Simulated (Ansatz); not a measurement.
Consider Ir in the fcc (Cu type) structure (space group Fm-3m, No. 225; relaxed with 0.1 eV smearing).

```
CELL_PARAMETERS angstrom
      0.00000     1.90592     1.90592
      1.90592     0.00000     1.90592
      1.90592     1.90592     0.00000
ATOMIC_POSITIONS crystal
  Ir 0.00000 0.00000 0.00000
```

Cartesian axes are those of the cell as printed.

Calculations: LDA (Ansatz, a first-principles code, PAW, no spin-orbit coupling).

The change: tensile biaxial strain of 3.00 % in the plane normal to [001], as in epitaxy on a mismatched substrate; the out-of-plane cell vector and the atoms relax.

Problem. Estimate the effect on the ratio −ε⊥/ε∥.

Solution. The ratio −ε⊥/ε∥ comes out as 0.79.

No phonon test of stability was made. All final runs are without spin polarisation.
